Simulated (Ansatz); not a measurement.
For GePt2 (P-62m, No. 189; structure not from a measured cell), PBEsol (Ansatz, a quantum-chemistry and plane-wave program, plane waves, PAW) gives:

- lattice parameter a: 6.752 Å
- c axis length: 3.467 Å

**Question.** What does r²SCAN-D4 in Ansatz (PAW) give for the same quantities?

**Answer.** 
- lattice constant a: 6.701 Å (falls by 0.8 %)
- lattice parameter c: 3.548 Å (increases by 2.3 %)

Changes are worked out from the printed values.

Unless a cell is named, each level is at its own relaxed cell (PBEsol 15.21, r²SCAN-D4 15.33 Å³/atom).

Levels without +SOC leave out spin–orbit coupling, which shifts energies and cells of such heavy elements.

The crystal itself was run without spin with r²SCAN-D4; a magnetic state was not tried in these runs.

Caveats: the relaxation could not lower the start's symmetry, so the cell can be a saddle point above a distorted one (PBEsol, r²SCAN-D4). Ansatz's density-functional and Hartree–Fock values are scalar-relativistic unless marked +SOC, with PAW data made under PBE.
